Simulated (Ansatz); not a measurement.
An Ansatz (a first-principles code) run: a single point on CsSnI3 with a change (pressure 15 GPa), its geometry relaxed with PBEsol; r2SCAN, PAW, 500 eV (Ansatz; no spin-orbit coupling).

Input:

Ansatz 0.2 input:
```yaml
crystal:
  lattice:
    - [5.443052496, 0, 0]
    - [0, 5.443052496, 0]
    - [0, 0, 5.443052496]
  atoms:
    - { symbol: Cs, position: [0, 0, 0] }
    - { symbol: Sn, position: [0.5, 0.5, 0.5] }
    - { symbol: I, position: [0, 0.5, 0.5] }
    - { symbol: I, position: [0.5, 0.5, 0] }
    - { symbol: I, position: [0.5, 0, 0.5] }
basis: { ecutwfc: 500, ecutrho_ratio: 4, xc_grid: 4, fft_grid_basis: typed }
kpoints: { mp_grid: { grid: [8, 8, 8] } }
hamiltonian:
  xc: r2scan
  dispersion: none
  pseudopotentials: { kind: paw }
scf: { occupations: { method: fermi_dirac, width: 0.05 }, convergence: { dr2_threshold: 0.0000000005 } }
output: { forces: true, stress: true }
checkpoint: { write: state.ck, write_every: 1000 }
```

Output (explanatory and most iteration lines left out):

```
Pseudopotential: Cs, paw, valence charge 9
Pseudopotential: Sn, paw, valence charge 14
Pseudopotential: I, paw, valence charge 17
Crystal: 5 atoms, lattice volume = 161.260 Å³
Basis set: ecut = 500 eV, 4067 PW (Γ), exchange–correlation on 160×160×160 points (64 copies of the dense FFT grid, shifted against one another)
Bands: 42, of which v1, the nominal top of the filled ones, is band 37 counted from 1 (36 counted from 0)
Symmetry: 48 space group operations
Space group: Pm-3m (ITA 221), of the structure as read, at distance tolerance 5.4e-5 Å
k-points: 35 of 512
Functional: x = r2scan, c = r2scan; τ floored in thin density (d = 2e-4 eV/Å³)
SCF iter   1: F=—  HF=-34310.812415 eV  |F-HF|=—  |Δ(HF+E_count)|=         —  Δρ=2.93e-3  dr2=1.06e-2  dr2_τ=1.02e-2  ethr=1.77e-3  ⟨swp⟩=10.3  Hψ=7191  notcnv=0
SCF iter   2: F=—  HF=-34310.894920 eV  |F-HF|=—  |Δ(HF+E_count)|=   8.25e-2  Δρ=2.10e-3  dr2=6.23e-3  dr2_τ=1.15e-4  ethr=1.43e-5  ⟨swp⟩=2.7  Hψ=2807  notcnv=0  defer=16
SCF 1 converged in 11 iterations: F = -34310.894191 eV  dr2 = 4.56e-11
SCF converged after 11 iterations
Free energy (F): -34310.894191 eV
Internal energy: -34310.888693 eV  (E = F + TS)
E sigma→0 (E₀):  -34310.891442 eV
Entropy (-TS):   -0.005499 eV (-1.100 meV/atom)
Fermi energy:    11.004730 eV
--- Forces (eV/Å), atoms counted from 1 ---
  atom   1  Cs    -0.00000000     0.00000000     0.00000000
  atom   2  Sn     0.00000000    -0.00000000     0.00000000
  atom   3  I      0.00000000    -0.00000000    -0.00000000
  atom   4  I      0.00000000    -0.00000000    -0.00000000
  atom   5  I     -0.00000000    -0.00000000    -0.00000000
--- Stress (GPa, compression-positive) ---
       17.718619       0.000000       0.000000
        0.000000      17.718619       0.000000
        0.000000       0.000000      17.718619
  P = ⅓ Tr σ = 17.7186 GPa (177.186 kbar)
```

Single points use the geometry relaxed with PBEsol. Spin-orbit coupling, missing from the scalar runs, can matter with I. Load acts through the strain it causes; cell and atoms are relaxed under it. Stability against distortions was not tested. No other phases were tried under pressure. The final runs are not spin-polarised. The cell was made from CsSnI₃ in the cubic perovskite structure (space group Pm-3m, No. 221) by this change: pressure 15 GPa. Many cubic perovskites are stable only at high temperature; tilts and polar distortions were not tested.
